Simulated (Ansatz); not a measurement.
Consider Ba in the bcc (W type) structure (space group Im-3m, No. 229; a = 4.8819 Å; relaxed with 0.1 eV smearing).

The values are results of PBEsol/PAW in Ansatz (a first-principles code), no spin-orbit coupling, not measurements.

Strains are applied to the cell and any free atomic positions relax.

One change was made to it. Results:

The energy increases by 3.1 meV/atom; the pressure goes from zero to -0.4 GPa; the band gap remains zero.

Problem. Name the change that was made.
(A) isotropic strain −2.00 %
(B) isotropic strain +1.50 %
(C) isotropic strain +2.50 %
(D) isotropic strain −0.50 %

Solution. B, isotropic strain +1.50 %. For comparison, the energy relative to the base in the other runs: isotropic strain −2.00 % gives +6.3 meV/atom; isotropic strain +2.50 % gives +8.7 meV/atom; isotropic strain −0.50 % gives +0.4 meV/atom.

No phonon test of stability was made.
